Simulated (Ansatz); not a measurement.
# Pressure series in HgTe

Take HgTe in the zinc blende structure (space group F-43m, No. 216; a = 6.651 Å) as the base.

Cell and atoms are relaxed at each pressure.

All numbers come from Ansatz (a program for electronic structure) PBE, no SOC, earlier PAW set.

| pressure (GPa) | volume per atom (Å³/atom) |
|---|---|
| -2 | 39.447 |
| -1 | 37.973 |
| 0 | 36.771 |
| 4.2 | 33.419 |
| 9 | 31.031 |
| 18 | ? |
| 30 | 25.831 |
| 45 | 23.860 |
| 60 | 22.447 |

Task: Fit the third-order Birch–Murnaghan form P(V) = (3B₀/2)[(V₀/V)^(7/3) − (V₀/V)^(5/3)]·[1 + (3/4)(B₀′ − 4)((V₀/V)^(2/3) − 1)] (squares taken in P) to the rows shown and predict the withheld row.

Result: Least squares on the printed values gives V₀ = 36.783 Å³/atom, B₀ = 34.6 GPa, B₀′ = 5.0; this predicts 28.202 Å³/atom, and the run gives 28.202 Å³/atom, in agreement.

Measured bulk modulus of HgTe: 42.3 GPa (temperature not stated; as listed in Cormac Toher et al., Physical Review Materials (2017)); the computed value is for a static lattice, so the two differ by thermal effects too.

Load acts through the strain it causes; cell and atoms are relaxed under it. Whether these cells are dynamically stable was not tested. Tetrahedral semiconductors of this kind turn to denser phases somewhere between about 1 and 50 GPa; those were not computed, so compressed cells here can lie past the real transition. All final runs are without spin polarisation.
